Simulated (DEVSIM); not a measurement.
System: abrupt Si p-n junction, at 300 K.

```
layer (left to right)  material  thickness (μm)  Nd (cm⁻³)  Na (cm⁻³)   τn (s)   τp (s)
---------------------  --------  --------------  ---------  ---------  -------  -------
1                            Si           0.110          -     2.4e16  0.00011  0.00011
2                            Si           0.550     1.2e17          -  0.00011  0.00011
```

Left contact: ohmic. Right contact: ohmic. Voltage is applied to the left contact. Recombination: SRH at mid-gap, Auger. Mobility is constant in doping.

This is a model device: material constants are rounded textbook-type values typed into the input, and sizes, dopings and lifetimes were drawn at random. Values at 300 K.

```csv
parameter,Si
gap (eV),1.124
affinity (eV),4.05
permittivity,11.7
Nc (cm⁻³),2.86e19
Nv (cm⁻³),3.1e19
μn (cm²/Vs),1417
μp (cm²/Vs),470
Cn (cm⁶/s),2.8e-31
Cp (cm⁶/s),9.9e-32
```

Model (solved in DEVSIM): 1D drift-diffusion, Boltzmann statistics, complete ionisation; no tunnelling, impact ionisation, image-force lowering or self-heating.

Problem. Tabulate band edges, carrier densities and field at zero bias.

Solution. Energies count from the Fermi level of the right contact; mesh points crowd at the junctions.

```csv
x (μm),Ec (eV),Ev (eV),n (cm⁻³),p (cm⁻³),field (V/cm)
0.000,0.939,-0.185,4800,2.4e16,-38000
0.009863,0.901,-0.223,21000,5.5e15,-40000
0.02194,0.851,-0.273,150000,8.0e14,-44000
0.03672,0.782,-0.342,2100000,5.6e13,-49000
0.05935,0.662,-0.462,2.2e8,5.3e11,-57000
0.07668,0.557,-0.567,1.3e10,9.2e9,-64000
0.09084,0.463,-0.661,4.8e11,2.4e8,-69000
0.1058,0.355,-0.769,3.1e13,3800000,-75000
0.1142,0.293,-0.831,3.4e14,340000,-68000
0.1264,0.223,-0.901,5.1e15,23000,-46000
0.1434,0.169,-0.955,4.2e16,2800,-20000
0.1736,0.144,-0.980,1.1e17,1100,-2100
0.2094,0.142,-0.982,1.2e17,970,-110
0.2594,0.142,-0.982,1.2e17,970,≈ 0
0.3583,0.142,-0.982,1.2e17,970,≈ 0
0.4453,0.142,-0.982,1.2e17,970,≈ 0
0.5138,0.142,-0.982,1.2e17,970,≈ 0
0.5629,0.142,-0.982,1.2e17,970,≈ 0
0.6074,0.142,-0.982,1.2e17,970,≈ 0
0.6298,0.142,-0.982,1.2e17,970,≈ 0
0.6459,0.142,-0.982,1.2e17,970,≈ 0
0.6600,0.142,-0.982,1.2e17,970,≈ 0
```
